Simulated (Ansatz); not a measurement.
Abridged Ansatz (a quantum-chemistry and plane-wave program) output:

```
Relaxation: its limit of steps is 50 (relax.max_steps)
Pseudopotential: Pb, paw, valence charge 14
Crystal: 1 atoms, lattice volume = 31.760 Å³
Basis set: ecut = 420 eV, 609 PW (Γ), exchange–correlation on 50×50×48 points (8 copies of the dense FFT grid, shifted against one another)
Bands: 11, of which v1, the nominal top of the filled ones, is band 7 counted from 1 (6 counted from 0)
Symmetry: 12 space group operations
k-points: 1156 of 12167
Functional: x = pbesol(κ = 0.804, μ = 0.12345679012345678), c = pbesol(β = 0.046)
SCF iter   1: F=—  HF=-11754.934497 eV  |F-HF|=—  |Δ(HF+E_count)|=         —  Δρ=1.91e-3  dr2=8.24e-4  ethr=1.77e-3  ⟨swp⟩=5.6  Hψ=83637  notcnv=0
SCF iter   2: F=—  HF=-11754.933823 eV  |F-HF|=—  |Δ(HF+E_count)|=   6.74e-4  Δρ=1.06e-3  dr2=2.95e-4  ethr=5.89e-6  ⟨swp⟩=2.3  Hψ=28593  notcnv=0
SCF 1 converged in 6 iterations: F = -11754.933711 eV  dr2 = 7.87e-10
relax step   1: F+E_penalty+E_count = -11754.93371114 eV  Δ(F+E_penalty+E_count) = +0.000e0 eV  max|allowed force component| = 0.000e0 eV/Å  Δτ_max = 0.0000 Å  P = -2.195 GPa  Ω = 31.760 Å³  fix = [a, b, gamma]  reactions: a -2.725, b -2.725 GPa  (6 SCF iters, dr2 threshold 1.00e-7 eV, accepted)
[... steps on the carried basis left out ...]
relax step   4: F+E_penalty+E_count = -11754.93570834 eV  Δ(F+E_penalty+E_count) = +5.274e-7 eV  max|allowed force component| = 0.000e0 eV/Å  Δτ_max = 0.0000 Å  P = -1.474 GPa  Ω = 31.224 Å³  energy of the carried Pulay correction = +6.325e-5 eV  fix = [a, b, gamma]  reactions: a -2.211, b -2.211 GPa  (3 SCF iters, dr2 threshold 1.26e-9 eV, accepted)
Crystal: 1 atoms, lattice volume = 31.224 Å³
SCF iter   1: F=—  HF=-11754.935646 eV  |F-HF|=—  |Δ(HF+E_count)|=         —  Δρ=2.61e-5  dr2=3.90e-8  ethr=6.53e-8  ⟨swp⟩=3.1  Hψ=121373  notcnv=0
SCF iter   2: F=—  HF=-11754.935647 eV  |F-HF|=—  |Δ(HF+E_count)|=   5.81e-7  Δρ=1.21e-5  dr2=7.12e-9  ethr=2.79e-10  ⟨swp⟩=2.6  Hψ=21077  notcnv=0
SCF 5 converged in 5 iterations: F = -11754.935647 eV  dr2 = 1.14e-14
SCF converged after 5 iterations
Free energy (F): -11754.935647 eV
Internal energy: -11754.918742 eV  (E = F + TS)
E sigma→0 (E₀):  -11754.927195 eV
Entropy (-TS):   -0.016905 eV (-16.905 meV/atom)
Fermi energy:    10.384777 eV
--- Forces (eV/Å), atoms counted from 1 ---
  atom   1  Pb     0.00000000     0.00000000     0.00000000
--- Stress (GPa, compression-positive) ---
       -2.211152      -0.000000       0.000000
       -0.000000      -2.211152       0.000000
        0.000000       0.000000      -0.002214
  P = ⅓ Tr σ = -1.4748 GPa (-14.748 kbar)
--- Relaxed structure (4 steps of the walk, 4 accepted, 1 SCFs on fresh bases) ---
  cell:  # Å, volume = 31.2240 Å³
    - [3.6229436542980213, -2.886757062128639e-11, -4.322244984617362e-11]
    - [1.8114718271740105, 3.1375612410872797, -4.0326856046047787e-11]
    - [1.8114718271734476, -1.045853747031953, 2.746851382541453]
  atoms:
    - { symbol: Pb, position: [0.0, 0.0, 0.0] }
```

Problem. What was computed, and what are the main results?

Solution. Pb, 1 atom in the cell, with PBEsol (Ansatz, PAW, scalar-relativistic without spin-orbit coupling). The last SCF converged to F = -11754.935647 eV, or -11754.9356 eV per atom, at a pressure of -1.47 GPa. The total energy compares only with runs of the same code, potentials and settings.

The cells carry an imposed strain or load. No phonon test of stability was made. The cell was made from Pb in the fcc (Cu type) structure (space group Fm-3m, No. 225) by this change: biaxial strain +3.84 %, plane normal [111], relaxed out of plane.

Keys are those of Ansatz 0.2.
